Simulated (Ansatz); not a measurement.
Levels about the gap of amorphous Hf₁₇O₃₆La (54 atoms in a cell of 698 Å³, 8.92 g/cm³; zone centre alone, so wide bands show as single levels with stretches between that a denser mesh fills), at the geometry that PBE relaxed, where it gives 0.0 GPa on a denser mesh. The participation number counts the atoms over which a state spreads; weights are charges in smoothed Voronoi cells. The levels come from a single point, so bond lengths are those of that geometry. Method of the levels: PBE, scalar-relativistic without spin-orbit coupling (Ansatz, a first-principles code). Sampling: the zone centre alone; Fermi-Dirac width 0.02 eV; collinear spin, started from a total moment of 1 μB (at the end a net moment of 1.0 μB). The usual formal charges leave 1 holes over, so the level spacing at the Fermi energy parts defect or band states and needn't be the band gap. In the spin-polarised cell the level spacing at the Fermi energy can part levels of unlike spin. At PBE the levels at the empty edge of the gap are localised (band-tail or defect states), and the nearest spread-out levels lie 3.9 eV apart at the zone centre.

A CHGNet melt-quench gave the starting glass, which DFT then relaxed. O atoms were pushed apart under 1.9 Å during the dynamics, to hinder bonds among them. The hot cell started wider than the set density and was brought back towards it in steps. It is the lowest in DFT energy of 2 quenches. It is a model cell: composition and starting density were chosen by hand, and all elements were melted together. No dispersion term was used. Its density started from a set value of 8.79 and ended at 8.92 g/cm³. The quench (nominally 380 K/ps over its main leg) was far faster than any real one, so the model tends to hold more defects than a real film. A cell of this size samples the disorder only roughly. Volume and shape were free in the relaxation.

| E - E(highest filled), eV | filling | spin | participation number | largest on | weight O | weight Hf | weight La |
|---|---|---|---|---|---|---|---|
| -0.16 | filled | dn | 18.3 | O, 2 neighbours | 0.94 | 0.06 | 0.00 |
| -0.13 | filled | up | 18.2 | O, 4 neighbours | 0.94 | 0.06 | 0.00 |
| -0.10 | filled | dn | 18.6 | O, 4 neighbours | 0.94 | 0.05 | 0.00 |
| -0.06 | filled | up | 12.9 | O, 3 neighbours | 0.95 | 0.05 | 0.00 |
| -0.04 | filled | dn | 16.2 | O, 2 neighbours | 0.95 | 0.05 | 0.00 |
| -0.03 | filled | dn | 13.8 | O, 3 neighbours | 0.96 | 0.04 | 0.00 |
| 0.00 | filled | up | 18.1 | O, 3 neighbours | 0.96 | 0.04 | 0.00 |
| 0.82 | empty | dn | 2.2 | O, 2 neighbours | 0.95 | 0.03 | 0.02 |
| 3.94 | empty | up | 30.4 | Hf, 7 neighbours | 0.41 | 0.56 | 0.03 |
| 3.95 | empty | dn | 30.5 | Hf, 7 neighbours | 0.41 | 0.56 | 0.03 |
| 4.13 | empty | up | 21.0 | La, 7 neighbours | 0.35 | 0.52 | 0.13 |
| 4.14 | empty | dn | 20.8 | La, 7 neighbours | 0.35 | 0.51 | 0.13 |
| 4.17 | empty | up | 19.9 | La, 7 neighbours | 0.36 | 0.52 | 0.12 |
| 4.17 | empty | dn | 19.8 | La, 7 neighbours | 0.36 | 0.52 | 0.11 |

Most localised among these is the empty level at +0.82 eV, on a O atom, which has 2 neighbours (Hf 2.10 Å, La 2.47 Å).
